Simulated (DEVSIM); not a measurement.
Device: abrupt GaAs p-n junction, at 300 K.

Layer 1 from the left is GaAs, thickness (μm) 24.0, Na (cm⁻³) 5.2e15, τn (s) 1.5e-8, τp (s) 1.5e-8. Layer 2 from the left is GaAs, thickness (μm) 150, Nd (cm⁻³) 1.1e16, τn (s) 1.5e-8, τp (s) 1.5e-8.

Left contact: ohmic. Right contact: ohmic. Voltage is applied to the left contact. Recombination: SRH at mid-gap, radiative, Auger. Mobility is μmin + (μ − μmin)/(1 + (N/Nref)^α).

Constants are typed, rounded textbook-type inputs, not results; the design itself was drawn at random and stands for no fabricated device. Values at 300 K.

GaAs: gap (eV) 1.424, affinity (eV) 4.07, permittivity 12.9, Nc (cm⁻³) 4.7e17, Nv (cm⁻³) 9e18, μn (cm²/Vs) 8500, μp (cm²/Vs) 400, μn,min 500, μp,min 20, Nref,n 6e16, Nref,p 1.5e17, αn 0.39, αp 0.38, B (cm³/s) 2e-10, Cn (cm⁶/s) 1e-30, Cp (cm⁶/s) 1e-30.

Q: Estimate by hand the built-in potential, the peak field at zero bias, the capacitance at -1.5 V, and compare with a numerical solution.

A: 
- Built-in potential: ni = √(Nc Nv) exp(−Eg/2kT) = 2250000 cm⁻³ with Eg = 1.424 eV; Vbi = kT/q ln(Na Nd/ni²) = 1.134 V; numerical 1.134 V.
- Peak field at zero bias: depletion approximation: W = √(2εVbi/(qN)) = 0.677 μm with N = 3.53e15 cm⁻³; field = 2Vbi/W = 33500 V/cm; numerical 32700 V/cm (estimate above by 2.4 %).
- Capacitance at -1.5 V: C = √(qεN / 2(Vbi + |V|)) = 11.1 nF/cm²; numerical 11.2 nF/cm² (estimate below by 0.98 %).

DEVSIM, 1D drift-diffusion, Boltzmann statistics, complete ionisation; no tunnelling, impact ionisation, image-force lowering or self-heating.
